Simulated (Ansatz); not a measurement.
Where the default PAW files enter, the runs use the earlier of Ansatz's two default sets.

Consider the following.

```
CELL_PARAMETERS angstrom
      3.80732     0.00000     0.00000
     -1.90366     3.29724     0.00000
      0.00000     0.00000    31.14240
ATOMIC_POSITIONS crystal
  Zn 0.66667 0.33333 0.20000
  Zn 0.33333 0.66667 0.70000
  Zn 0.00000 0.00000 0.80000
  Zn 0.00000 0.00000 0.30000
  Zn 0.66667 0.33333 0.90000
  Zn 0.33333 0.66667 0.40000
  Zn 0.33333 0.66667 0.10010
  Zn 0.66667 0.33333 0.60010
  Zn 0.00000 0.00000 0.00010
  Zn 0.00000 0.00000 0.50010
  S  0.66667 0.33333 0.27490
  S  0.33333 0.66667 0.77490
  S  0.00000 0.00000 0.07500
  S  0.00000 0.00000 0.57500
  S  0.66667 0.33333 0.67500
  S  0.33333 0.66667 0.17500
  S  0.00000 0.00000 0.87490
  S  0.00000 0.00000 0.37490
  S  0.33333 0.66667 0.47510
  S  0.66667 0.33333 0.97510
```

Space group of this cell: P6_3mc. The cell is taken as given.

These are r2SCAN (plane waves, PAW; Ansatz, a quantum-chemistry and plane-wave program) values and carry that method's errors.

The current runs along the normal of the first two printed vectors; no spin-orbit coupling. Scaled by the factor s: both lengths across the current (ions clamped). Meshes 12×12×1 and 12×12 across the current in all rows.

```tsv
s	mean pressure (GPa)	band gap (eV)
0.98	3.7	?
1.00	0.1	2.72
1.02	-2.7	2.51
```

### Question
Take the slope of the band gap against ln s from the two given rows, extrapolate to s = 0.98, and say what the run there gives.

### Answer
Slope = (2.51 − 2.72) / ln 1.02 = -10.6 eV. The line gives 2.72 + (-10.6) × ln 0.98 = 2.93 eV. The run gives 2.86 eV, 0.07 eV under the line, 35 % of the predicted step.
